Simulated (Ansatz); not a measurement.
SrZrO3: carrier doping

Take SrZrO3 in the cubic perovskite structure (space group Pm-3m, No. 221; a = 4.130 Å) as the base.

Carriers are added at fixed cell with a uniform background; the Fermi–Dirac width is that of 300 K.

Method: PBEsol in Ansatz (plane waves to 420 eV, PAW, without spin-orbit coupling).

Notes on the quantities. Fermi level from band edge: Fermi level relative to the doped band's edge (positive inside the band; to 0.05 eV).

```csv
electron density (10^21 cm⁻³),Fermi level from band edge (eV)
2,0.35
3,0.45
10,?
20,1.30
```

Problem. Fit E_F = C n^s, fitted as a line in log–log form (a parabolic band gives s = 2/3) to the rows shown and predict the withheld row.

Solution. Least squares on the printed values gives C = 0.24 eV, s = 0.57 (largest residual 0.01 eV); this predicts 0.88 eV, and the run gives 0.90 eV, in agreement.

Carriers are added with a uniform compensating background; total energy and stress of such cells depend on the potential's zero and are not compared; many-body gap narrowing is missing at this level. No phonon test of stability was made. Many cubic perovskites are stable only at high temperature; tilts and polar distortions were not tested.

Ansatz is a quantum-chemistry and plane-wave program.
